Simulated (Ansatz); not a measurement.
System: cubic perovskite CsPbCl3 (cubic high-temperature phase). Method: RPBE in Ansatz (PAW).

Output (set-up and result lines):

```
Crystal: 5 atoms, lattice volume = 201.119 Å³
Basis set: ecut = 520 eV, 5449 PW (Γ), exchange–correlation on 90×90×90 points (8 copies of the dense FFT grid, shifted against one another)
Bands: 27, of which v1, the nominal top of the filled ones, is band 22 counted from 1 (21 counted from 0)
Symmetry: 48 space group operations
Space group: Pm-3m (ITA 221), of the structure as read, at distance tolerance 5.9e-5 Å
k-points: 20 of 216
Functional: x = rpbe, c = pbe(β = 0.06672455060314922)
SCF iter   1: F=—  HF=-20859.714652 eV  |F-HF|=—  |Δ(HF+E_count)|=         —  Δρ=2.60e-3  dr2=1.78e-2
SCF iter   2: F=—  HF=-20859.709741 eV  |F-HF|=—  |Δ(HF+E_count)|=   4.91e-3  Δρ=1.19e-3  dr2=2.79e-3
  ...
SCF iter   7: F=—  HF=-20859.709676 eV  |F-HF|=—  |Δ(HF+E_count)|=   9.46e-8  Δρ=5.88e-7  dr2=1.13e-9
SCF iter   8: F=-20859.709676 eV  HF=-20859.709676 eV  |F-HF|=8.73e-11  |Δ(HF+E_count)|=   2.90e-9  Δρ=1.72e-7  dr2=5.58e-11
SCF 1 converged in 8 iterations: F = -20859.709676 eV  dr2 = 5.58e-11
SCF converged after 8 iterations
Free energy (F): -20859.709676 eV
Internal energy: -20859.709676 eV  (E = F + TS)
E sigma→0 (E₀):  -20859.709676 eV
Fermi energy:    3.682373 eV
--- Forces (eV/Å), atoms counted from 1 ---
  atom   1  Cs    -0.00000000     0.00000000     0.00000000
  atom   2  Pb     0.00000000     0.00000000     0.00000000
  atom   3  Cl     0.00000000    -0.00000000    -0.00000000
  atom   4  Cl     0.00000000     0.00000000     0.00000000
  atom   5  Cl    -0.00000000    -0.00000000    -0.00000000
--- Stress (GPa, compression-positive) ---
        0.000111       0.000000       0.000000
        0.000000       0.000111       0.000000
        0.000000       0.000000       0.000111
  P = ⅓ Tr σ = 0.0001 GPa (0.001 kbar)
```

Task: Write an input file that could have produced this run (the log leaves some choices open).

Result: This is not unique; one that fits is 
Ansatz 0.2 input:
```yaml
crystal:
  lattice:
    - [5.8589225945, 0.0, 0.0]
    - [0.0, 5.8589225945, 0.0]
    - [0.0, 0.0, 5.8589225945]
  atoms:
    - { symbol: Cs, position: [0.0, 0.0, 0.0] }
    - { symbol: Pb, position: [0.5, 0.5, 0.5] }
    - { symbol: Cl, position: [0.5, 0.0, 0.5] }
    - { symbol: Cl, position: [0.0, 0.5, 0.5] }
    - { symbol: Cl, position: [0.5, 0.5, 0.0] }
basis:
  ecutwfc: 520
  ecutrho_ratio: 4
  xc_grid: 2
kpoints:
  mp_grid: { grid: [6, 6, 6] }
hamiltonian:
  xc: rpbe
  dispersion: none
  pseudopotentials: { kind: paw }
scf:
  occupations: { method: fermi_dirac, width: 0.01 }
  convergence: { dr2_threshold: 0.0000000005 }
output:
  forces: true
  stress: true
  eigenvalues: true
```

The PAW data were made under PBE.

Note: the cell is over a tenth larger than the published one: the level's own overestimate first of all, though another phase or state, or a fault of the published cell, is possible. Note: held by symmetry at 0 K, a high-temperature phase can be a saddle point.

Computing time: very roughly 9 core-seconds.

Ansatz is a quantum-chemistry and plane-wave program.
